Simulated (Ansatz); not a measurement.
Amorphous Pb₂₄Si₂₄O₇₂, 120 atoms at 5.82 g/cm³, one PBE-relaxed geometry, zone centre. Methods: PBE-D3(BJ), scalar-relativistic without spin-orbit coupling (Ansatz, a program for electronic structure); r2SCAN, scalar-relativistic without spin-orbit coupling (Ansatz). Plane waves to 420 eV (r2SCAN 500 eV). At PBE the levels at the filled edge of the gap are localised (band-tail or defect states). The higher rungs were started with moments on some atoms, which died out.

Preparation: random packing, a CHGNet melt and quench, and a DFT relaxation. O atoms were pushed apart under 1.9 Å during the dynamics, to hinder bonds among them. The hot cell started wider than the set density and was brought back towards it in steps. It is the lowest in DFT energy of 4 quenches. It is a model cell: composition and starting density were chosen by hand, and all elements were melted together. The geometry includes D3(BJ) dispersion. Its density started from a set value of 5.71 and ended at 5.82 g/cm³. Cooling (nominally 110 K/ps over its main leg) ran many orders faster than in experiment, which tends to leave more defects and strain. A cell of this size samples the disorder only roughly. Volume and shape were free in the relaxation.

The relaxation ran on the zone centre alone. At PBE the level gap is 2.58 eV on a 2×2×2 Γ-centred mesh, and the spacing at the zone centre alone 2.72 eV.

Problem. What zone-centre spacing does r2SCAN give, roughly?

Solution. 3.03 eV (+0.31 eV against PBE).

The highest filled and the lowest empty state spread over these numbers of atoms (participation numbers): PBE: 15.6 and 12.3; r2SCAN: 15.3 and 12.0.
